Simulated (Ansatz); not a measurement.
# CdS in the wurtzite structure (space group P6_3mc, No. 186)

```xyz
4
Lattice="4.0741 0.0000 0.0000 -2.0371 3.5283 0.0000 0.0000 0.0000 6.6367" Properties=species:S:1:pos:R:3 pbc="T T T"
Cd     0.0000     2.3522     0.0025
Cd     2.0371     1.1761     3.3209
S      0.0000     2.3522     2.4995
S      2.0371     1.1761     5.8179
```

Calculations: Ansatz (a first-principles code) LDA, spin-orbit coupling left out. Γ-centred 9×9×5 mesh, Fermi–Dirac width 0.05 eV.

```yaml
volume_per_atom: 23.85 Å³
density: 5.03 g/cm³
band_gap: 1.03 eV, direct at Γ
electron_mass: 0.11 mₑ along c, 0.11 mₑ across
Lowest conduction-band minima above the VBM: Γ 1.03 eV
total_energy: -4494.324 eV/atom (σ→0; compares only within this code and set-up)
```

Masses are band curvatures over ±0.01 Å⁻¹ around the edge. No phonon test of stability was made.
